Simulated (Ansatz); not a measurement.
Calculation: PBE (plane waves to 420 eV, PAW; Ansatz, an electronic-structure program).

Plane-averaged electrostatic potential energy along the normal, in eV from the Fermi level, for Al on the 1x1 (111) surface of fcc Cu, one in a 2x2 cell, started at the site 'hollow Cu-Cu-Cu over Cu at depth 2.1 Å':

```tsv
z (Å)	V (eV)
5.38	4.78
5.67	4.78
5.95	4.78
6.23	4.78
6.52	4.77
6.80	4.76
7.08	4.72
7.37	4.66
7.65	4.53
7.93	4.26
8.22	3.70
8.50	2.54
8.78	-0.17
9.07	-7.05
9.35	-14.35
9.63	-17.12
9.92	-14.70
10.20	-7.73
10.48	-1.26
10.77	-0.33
11.05	-4.96
11.33	-12.66
11.62	-16.99
11.90	-16.17
12.18	-10.36
12.47	-2.83
12.75	-0.05
13.03	-2.80
13.32	-10.30
13.60	-16.10
13.88	-16.92
14.17	-12.61
14.45	-4.92
14.73	-0.29
15.02	-1.11
15.30	-7.29
15.58	-14.40
15.87	-17.18
16.15	-14.81
16.43	-7.94
16.72	-1.39
17.00	0.42
17.28	0.38
17.57	0.34
17.85	0.32
18.13	0.44
18.42	1.15
18.70	2.36
18.98	3.15
19.27	3.57
19.55	3.80
19.83	3.92
20.12	3.99
20.40	4.02
20.68	4.04
20.97	4.04
21.25	4.05
21.53	4.05
21.82	4.05
22.10	4.05
```

Model: 17-atom slab, 6.2 Å thick at the start under the adsorbate (thin: gaps and levels are the slab's own), 6x6x1 mesh, Fermi-Dirac 0.1 eV, dipole correction, 8 atoms held, the rest relaxed; symmetry of the start imposed; no spin, no spin-orbit, no U, no dispersion correction. At the end it is bonded to 3 Cu. In PBE it is, or lies within 0.03 eV of, the lowest of the starts that converged.

Question: The surface cell has an area of 22.82 Å². What dipole along the normal does the step between the two vacuum levels imply?

Answer: the top vacuum level lies 0.73 eV below the bottom one; p = −ε₀ A ΔV (ε₀ = 0.005526 e/(V·Å)) gives 0.09 e·Å a cell.
